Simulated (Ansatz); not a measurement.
The starting structures come from a database of crystals and need not be the phases stable at ambient conditions.

Inside the gap of an insulator the Bloch states are evanescent, with a wavenumber k + iκ along the transport direction.

```xyz
20
Lattice="5.8346 0.0000 0.0000 2.0588 9.5428 0.0000 -1.8879 4.7714 4.1635" Properties=species:S:1:pos:R:3 pbc="T T T"
Li     3.5175     9.5428     0.6698
Li     2.4881     4.7714     3.4937
Li     5.4054     4.7714     1.8580
Li     0.6002     9.5428     2.3055
V      4.4136     7.4866     3.3710
V      1.5920     6.8276     0.7925
V      2.6214    11.5990     3.3710
V      3.3842     2.7152     0.7925
O      5.8391     6.1760     0.2631
O      0.1664     8.1382     3.9005
O      4.9717     3.3668     0.2631
O      1.0339    10.9474     3.9005
O      1.5281     8.4903     0.9290
O      4.4775     5.8239     3.2346
O      5.5069    10.5953     0.9290
O      0.4987     3.7189     3.2346
O      4.2332     8.1318     1.8719
O      1.7724     6.1824     2.2916
O      2.8018    10.9538     1.8719
O      3.2038     3.3604     2.2916
```

Space group of this cell: C2/c. The cell is taken as given; by r2SCAN its mean pressure is -2.0 GPa.

Transport runs along the normal of the first two printed cell vectors.

No gap correction and no spin-orbit coupling; mid-gap values are interpolated between computed energies.

**Question.** Give the band gap and the smallest decay constant κ at mid-gap that r2SCAN run with Ansatz (a quantum-chemistry and plane-wave program) yields.

**Answer.** Gap 3.30 eV on a 8×8×8 mesh; κ = 0.558 1/Å, at the zone centre.
